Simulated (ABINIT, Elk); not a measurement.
An ABINIT input for a self-consistent single point of GaN (F-43m, 2 atoms in the cell) (DFT, PBE, plane waves, PAW (JTH v2.0 PBE PAW)):

```
# GaN, JTH v2.0 PBE PAW
pp_dirpath "./"
pseudos "Ga.GGA_PBE-JTH.xml, N.GGA_PBE-JTH.xml"
acell 3.2216675905 3.2216675905 3.2216675905 Angstrom
rprim
        -0.0000000000    0.7071067812    0.7071067812
         0.7071067812   -0.0000000000    0.7071067812
         0.7071067812    0.7071067812   -0.0000000000
natom 2
ntypat 2
znucl 31 7
typat 1 2
xcart
         0.0000000000    0.0000000000    0.0000000000
         3.4170945000    3.4170945000    3.4170945000
      Angstrom
ecut 52 Ry
pawecutdg 104 Ry
pawxcdev 0
occopt 1
nband 11
kptopt 1
ngkpt 6 6 6
nshiftk 1
shiftk 0 0 0
nstep 60
tolvrs 1.0e-12
diemac 4
prtwf 0
prtden 0
enunit 1
```

Write the same calculation as an input for Elk.

One input that does it (others would too):

```
tasks
  0

xctype
  20

tforce
  .true.

rgkmax
  7.5

gmaxvr
  18.0

lmaxapw
  10

lmaxo
  8

nxlo
  2

lorbcnd
  .true.

lradstp
  2

nrmtscf
  2.0

rmtscf
  0.83

lmaxi
  4

stype
  0

swidth
  0.0001

avec
    0.0000000000    4.3049151646    4.3049151646
    4.3049151646    0.0000000000    4.3049151646
    4.3049151646    4.3049151646    0.0000000000

sppath
  './'

atoms
  2   : nspecies
  'Ga.in'   : spfname
  1   : natoms; atposl, bfcmt below
  0.0000000000  0.0000000000  0.0000000000    0.0 0.0 0.0
  'N.in'   : spfname
  1   : natoms; atposl, bfcmt below
  0.7500000000  0.7500000000  0.7500000000    0.0 0.0 0.0

ngridk
  6 6 6
```

Basis, cutoffs, solver keys and any potentials are the target program's own. This input uses DFT, PBE, all-electron FP-LAPW, Elk's shipped species files, APW+lo basis with extra local orbitals. Both were run: gap on the mesh 1.503 eV in ABINIT and 1.513 in Elk.

On ABINIT: the starting cell comes from a database of computed structures (which also holds hypothetical and non-ambient phases and stackings), without a prior relaxation at this level. Its lattice was rescaled by a random factor within 2.5 % of one.

On Elk: the starting cell comes from a database of computed structures (which also holds hypothetical and non-ambient phases and stackings), without a prior relaxation at this level. Its lattice was rescaled by a random factor within 2.5 % of one. Values depend on the basis (sphere radii, cutoffs, local orbitals), which need not be converged.
